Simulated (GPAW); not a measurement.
```
CELL_PARAMETERS angstrom
      2.69588     1.55647     4.86032
     -2.69588     1.55647     4.86032
      0.00000    -3.11294     4.86032
ATOMIC_POSITIONS crystal
  Mn 0.50000 0.50000 0.50000
  Sn 0.00000 0.00000 0.00000
  F  0.11575 0.75862 0.36815
  F  0.88425 0.24138 0.63185
  F  0.36815 0.11575 0.75862
  F  0.63185 0.88425 0.24138
  F  0.75862 0.36815 0.11575
  F  0.24138 0.63185 0.88425
```
Moments meant for the start (each program seeds them in its own way; μB, in the order of the atoms Mn Sn F F F F F F): 4.0 0.0 0.0 0.0 0.0 0.0 0.0 0.0.

Level of theory: LDA (Perdew-Wang 92), GPAW PAW datasets LDA (gpaw-data 1.0.1) (plane waves; GPAW).

The set-up and first iterations of a GPAW log for MnSnF₆ (R-3, 8 atoms in the cell):

```
Input parameters:
  convergence: {bands: -2,
                density: 1e-05,
                energy: 1e-05}
  kpts: [3 3 3]
  maxiter: 150
  mode: {ecut: 950.0,
         name: pw}
  nbands: -4
  occupations: {fixmagmom: False,
                name: fermi-dirac,
                width: 0.01}
  spinpol: True
  symmetry: {symmorphic: False,
             tolerance: 0.0005}

species:
  Mn:
    name: Manganese
    Z: 25.0
    valence: 15
    core: 10
    charge: 0.0
    file: Mn.LDA.gz

    # Using partial waves for Mn as LCAO basis

  Sn:
    name: Tin
    Z: 50.0
    valence: 14
    core: 36
    charge: 0.0
    file: Sn.LDA.gz

    # Using partial waves for Sn as LCAO basis

  F:
    name: Fluorine
    Z: 9.0
    valence: 7
    core: 2
    charge: 0.0
    file: F.LDA.gz

    # Using partial waves for F as LCAO basis

Reference energy: -215514.811538  # eV

Spin-polarized calculation.
Initial magnetic moment: 4.000000

Convergence criteria:
   [... lines left out ...]

Hamiltonian:
  XC and Coulomb potentials evaluated on a 84*84*84 grid
  External potential:
    NoExternalPotential

Number of atoms: 8
Number of atomic orbitals: 46
Number of bands in calculation: 41
Number of valence electrons: 71
Bands to converge: 39

Density initialized from atomic densities
  41 bands from LCAO basis set

Atomic positions and initial magnetic moments

Positions:
   0 Mn     0.000000    0.000000    7.290474    ( 0.0000,  0.0000,  4.0000)
   1 Sn     0.000000    0.000000    0.000000    ( 0.0000,  0.0000,  0.0000)
   2 F     -1.733094    0.214897    6.039025    ( 0.0000,  0.0000,  0.0000)
   3 F      1.733094   -0.214897    8.541923    ( 0.0000,  0.0000,  0.0000)
   4 F      0.680441   -1.608352    6.039025    ( 0.0000,  0.0000,  0.0000)
   5 F     -0.680441    1.608352    8.541923    ( 0.0000,  0.0000,  0.0000)
   6 F      1.052653    1.393455    6.039025    ( 0.0000,  0.0000,  0.0000)
   7 F     -1.052653   -1.393455    8.541923    ( 0.0000,  0.0000,  0.0000)

Unit cell:
           periodic     x           y           z      points  spacing
  1. axis:    yes    2.695883    1.556469    4.860316    42     0.1059
  2. axis:    yes   -2.695883    1.556469    4.860316    42     0.1059
  3. axis:    yes    0.000000   -3.112938    4.860316    42     0.1059

  Lengths:   5.771746   5.771746   5.771746
  Angles:   55.690200  55.690200  55.690195

Effective grid spacing dv^(1/3) = 0.1182
     iter     time        total  log10-change:  magmom
                         energy   eigst   dens
iter:   1 --:--:--   -51.371275   +0.16           +4.0015
iter:   2 --:--:--   -50.775338   -0.79  -1.14    +4.7005
iter:   3 --:--:--   -48.324235   -0.12  -1.19    +4.9763
iter:   4 --:--:--   -48.483777   -0.51  -1.47    +4.9891
iter:   5 --:--:--   -48.607514   -0.45  -1.62    +4.9964
```

### Question
Will this run converge, and how will it end?

### Answer
The run converged in 26 iterations. Convergence of the loop says nothing yet on basis, mesh or lower states. It ends on: free energy E − TS (from the program's reference atoms) -48.2056 eV; top of the valence band (on the code's own zero) 1.27 eV; gap on the k-point mesh 0.74 eV; largest force (vector length) 0.680 eV/Å; size of the cell's spin moment 5.00 μB; site moments (μB, in the program's spheres or projections) Mn 4.42, Sn 0.04, F 0.03, F 0.03, F 0.03, F 0.03, F 0.03, F 0.03. The log goes on:

```
   [... 2 lines left out ...]
iter:   8 --:--:--   -48.224901   -2.30  -2.48    +4.9998
iter:   9 --:--:--   -48.212420   -2.98  -2.39    +4.9998
   [... lines left out ...]
iter:  15 --:--:--   -48.205626c  -4.72  -3.93    +5.0000
iter:  16 --:--:--   -48.205576c  -4.67  -3.71    +5.0000
iter:  17 --:--:--   -48.205573c  -6.72  -4.25    +5.0000
iter:  18 --:--:--   -48.205573c  -7.50c -4.55    +5.0000
iter:  19 --:--:--   -48.205573c  -7.77c -4.57    +5.0000
iter:  20 --:--:--   -48.205572c  -7.51c -4.62    +5.0000
iter:  21 --:--:--   -48.205570c  -6.49  -4.69    +5.0000
iter:  22 --:--:--   -48.205570c  -7.26  -4.80    +5.0000
iter:  23 --:--:--   -48.205570c  -8.17c -4.88    +5.0000
iter:  24 --:--:--   -48.205570c  -8.47c -4.95    +5.0000
iter:  25 --:--:--   -48.205570c  -8.20c -4.98    +5.0000
iter:  26 --:--:--   -48.205570c  -7.43c -5.05c   +5.0000
Converged after 26 iterations.

Dipole moment: (0.000000, -0.000000, -0.000000) |e|*Ang

Total magnetic moment: (0.000000, 0.000000, 5.000000)
Local magnetic moments:
   0 Mn ( 0.000000,  0.000000,  4.424139)
   1 Sn ( 0.000000,  0.000000,  0.040177)
   2 F  ( 0.000000,  0.000000,  0.027739)
   3 F  ( 0.000000,  0.000000,  0.027739)
   4 F  ( 0.000000,  0.000000,  0.027739)
   5 F  ( 0.000000,  0.000000,  0.027739)
   6 F  ( 0.000000,  0.000000,  0.027739)
   7 F  ( 0.000000,  0.000000,  0.027739)

Energy contributions relative to reference atoms: (reference = -215514.811538)

Kinetic:        +44.034216
Potential:      -41.781154
External:        +0.000000
XC:             -50.045523
Entropy (-ST):   -0.000000
Local:           -0.413109
SIC:             +0.000000
--------------------------
Free energy:    -48.205570
Extrapolated:   -48.205570

Spin contamination: 0.001404 electrons
Showing only first 2 kpts
                      Up                     Down
   [... lines left out ...]
Fermi level: 1.73035
Gap: 0.739 eV
   [... lines left out ...]
  1 Sn    0.00000    0.00000    0.00000
  2 F    -0.01501    0.62336   -0.27079
  3 F     0.01501   -0.62336    0.27079
  4 F    -0.53234   -0.32468   -0.27079
  5 F     0.53234    0.32468    0.27079
  6 F     0.54735   -0.29868   -0.27079
  7 F    -0.54735    0.29868    0.27079

Stress tensor:
     0.070247    -0.000000     0.000000
    -0.000000     0.070247     0.000000
     0.000000     0.000000     0.072021
Stress (GPa, Voigt): [11.2548 11.2548 11.5391  0.      0.     -0.    ]
```

For comparison: a first run (DFT PBEsol, plane waves, GPAW PAW datasets PBEsol (made by gpaw-setup)) was changed to give this one (xc: PBEsol → LDA; potentials: GPAW PAW datasets LDA (gpaw-data 1.0.1)), and from it to this one the largest force goes from 0.535 to 0.680 eV/Å, the gap on the mesh goes from 0.917 to 0.739 eV and the size of the net moment stays at 0.63 μB/atom.

The starting cell comes from a database of computed structures (which also holds hypothetical and non-ambient phases and stackings), without a prior relaxation at this level. Its lattice was rescaled by a random factor within 2.5 % of one. With one magnetic atom in the cell only a parallel order is possible.

The run was DFT LDA (Perdew-Wang 92), plane waves, GPAW PAW datasets LDA (gpaw-data 1.0.1). Main settings of its input:

```
setting                          value
-------------------  -----------------
spinpol                           true
mode                                pw
ecut                            950 eV
xc                                 LDA
kpts                             3 3 3
mesh shift (steps)               0 0 0
occupations.name           fermi-dirac
occupations.width              0.01 eV
nbands                              -4
convergence.density   1e-05 e/electron
convergence.energy   1e-05 eV/electron
convergence.bands                   -2
```
